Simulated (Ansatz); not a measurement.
The parent structure is CdSe in the zinc blende structure (space group F-43m, No. 216).

```xyz
2
Lattice="0.0000 3.0666 3.0666 3.0666 0.0000 3.0666 3.0666 3.0666 0.0000" Properties=species:S:1:pos:R:3 pbc="T T T"
Se     4.6000     4.6000     4.6000
Cd     0.0000     0.0000     0.0000
```

Cartesian axes are those of the cell as printed.

Calculations: r2SCAN (Ansatz, a program for electronic structure; PAW; 500 eV plane waves; no spin-orbit coupling).

For the base:

```
Quantity                             Value
-----------------------------  -----------
Gap character                  direct at Γ
Shortest interatomic distance      2.656 Å
```

The change: a pure shear with ε_xy = ε_yx = 0.0060, atoms relaxed at fixed cell.

Problem. What happens to the gap character?

Solution. The gap character is still direct at Γ.

Problem. What does the calculation give for the shortest interatomic distance after the change?

Solution. The shortest interatomic distance is nearly the same (2.656 Å against 2.654 Å).

Problem. How does this affect the stress?

Solution. The stress (xx, yy, zz, yz, xz, xy; compression positive) is (0.00, 0.00, 0.00, 0.00, 0.00, -0.27) GPa.

The cells carry an imposed strain or load. No phonon test of stability was made. Labels are those of the standard path for the cell's own space group.
